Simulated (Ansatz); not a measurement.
Take B (space group R-3m, No. 166; a = 4.898 Å, c = 12.513 Å (hexagonal axes)) as the base. Axes: x lies along a and z along c of the hexagonal cell.

Computed with r2SCAN, PAW, 500 eV (Ansatz, a quantum-chemistry and plane-wave program; scalar-relativistic without spin-orbit coupling), earlier PAW set.

Strains are applied to the cell and any free atomic positions relax.

One change was made to it. Results:

The band gap drops by 0.012 eV (1.62 eV → 1.60 eV); the hole mass stays 2.0 mₑ along k, 0.19 mₑ across (at T); the energy stays essentially unchanged.

### Question
Which of these changes matches the shifts?
A. isotropic strain −5.61 %
B. uniaxial strain ε_zz = +0.16 %
C. uniaxial strain ε_xx = +2.31 %
D. strain tensor (xx, yy, zz, yz, xz, xy) = (+0.17, +1.70, −1.11, +0.23, +0.15, +0.08) %

### Answer
B, uniaxial strain ε_zz = +0.16 %. For comparison, the band gap in the other runs: strain tensor (xx, yy, zz, yz, xz, xy) = (+0.17, +1.70, −1.11, +0.23, +0.15, +0.08) % gives 1.75 eV; uniaxial strain ε_xx = +2.31 % gives 1.72 eV; isotropic strain −5.61 % gives 0.79 eV.

Effective masses come from finite differences of ±0.01 Å⁻¹. Along k means along the line from Γ to the band edge. Gaps are Kohn–Sham eigenvalue differences; semilocal functionals usually give less than the measured gap. No phonon test of stability was made.
